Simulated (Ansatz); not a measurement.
An Ansatz (an electronic-structure program) input (DFT with PBE, PAW potentials and a 420 eV plane-wave cutoff in Ansatz, scalar-relativistic without spin-orbit coupling, earlier PAW set):

Ansatz 0.2 input:
```yaml
crystal:
  lattice:
    - [-1.498732585, 1.498732585, 1.498732585]
    - [1.498732585, -1.498732585, 1.498732585]
    - [1.498732585, 1.498732585, -1.498732585]
  atoms:
    - { symbol: V, position: [0, 0, 0] }
basis: { ecutwfc: 420, ecutrho_ratio: 4, xc_grid: 2, fft_grid_basis: typed }
kpoints: { mp_grid: { grid: [22, 22, 22] } }
hamiltonian:
  xc: pbe
  dispersion: none
  pseudopotentials: { azcp: { folder: ./paw }, kind: paw }
scf: { occupations: { method: fermi_dirac, width: 0.05 }, convergence: { dr2_threshold: 0.0000000001 } }
output: { forces: true, stress: true }
checkpoint: { write: state.ck, write_every: 1000 }
```

Which symmetry and how many k-points will the program report, and about how many plane waves at Γ?

Space group Im-3m (ITA 229) with 48 operations, k-points 328 of 10648, and 249 plane waves at Γ.

No phonon test of stability was made. The final runs are not spin-polarised. The cell was made from V in the bcc (W type) structure (space group Im-3m, No. 229) by this change: non-magnetic.
